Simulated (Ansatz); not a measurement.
**Effect of isotropic strain +4.34 % on AlCo**

The reference is AlCo in the CsCl type structure (space group Pm-3m, No. 221; a = 2.824 Å; weakly magnetic (sensitive to the mesh)).

It is then changed as follows: the cell is scaled by 1.0434 in all directions; the atoms relax in the strained cell.

Method: r2SCAN (Ansatz, a program for electronic structure), no spin-orbit coupling. Γ-centred 16×16×16 mesh, Fermi–Dirac width 0.05 eV.

- Volume per atom = 12.79 Å³ (base 11.26 Å³)
- Space group = Pm-3m (No. 221) (base Pm-3m (No. 221))
- Shortest interatomic distance = 2.552 Å (base 2.446 Å)
- Energy relative to the base (free energy F) = +99 meV/atom
- Band gap = zero (base zero)
- Magnetic state = ferromagnetic (base weakly magnetic (sensitive to the mesh))
- Largest site moment = 0.36 μB (base 0.13 μB)

Final structure:

```yaml
crystal:
  lattice:
    - [2.94645, 0.00000, 0.00000]
    - [0.00000, 2.94645, 0.00000]
    - [0.00000, 0.00000, 2.94645]
  atoms:
    - { symbol: Al, position: [0.00000, 0.00000, 0.00000] }
    - { symbol: Co, position: [0.50000, 0.50000, 0.50000] }
```

The magnetic state is the one reached from the starting moments; the real material's order can differ, and small cells can't hold many antiferromagnetic ones. Stability against distortions was not tested. Starting moments died away, wholly or in part, for the base; another magnetic solution may exist.
